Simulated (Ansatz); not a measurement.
The starting structures come from a database of crystals and need not be the phases stable at ambient conditions.

The decay constant κ of evanescent states in the gap governs leakage through a thin film.

Data:

```
CELL_PARAMETERS angstrom
      5.51065     0.00000     0.00000
     -2.28280     5.01559     0.00000
      1.61393     2.50779     4.63395
ATOMIC_POSITIONS crystal
  Hf 0.00000 0.00000 0.00000
  Hf 0.25000 0.75000 0.50000
  Si 0.75000 0.25000 0.50000
  Si 0.50000 0.50000 0.00000
  O  0.86591 0.68080 0.81489
  O  0.93080 0.24569 0.68511
  O  0.49569 0.68080 0.18511
  O  0.93080 0.61591 0.31489
  O  0.38409 0.06920 0.68511
  O  0.31920 0.13409 0.18511
  O  0.75431 0.06920 0.31489
  O  0.31920 0.50431 0.81489
```

The cell is taken as given; by r2SCAN it stands under a pressure of 2.1 GPa.

Transport runs along the normal of the first two printed cell vectors, the (110) plane of the conventional cell.

The gap is the functional's own, uncorrected, and κ follows it; spin-orbit coupling is left out. Mid-gap means the computed energy nearest the middle.

Task: State the band gap and the smallest decay constant κ at mid-gap according to r2SCAN run with Ansatz (a quantum-chemistry and plane-wave program).

Result: Gap 6.09 eV on a 8×8×8 mesh; κ = 0.462 1/Å, at the zone centre.
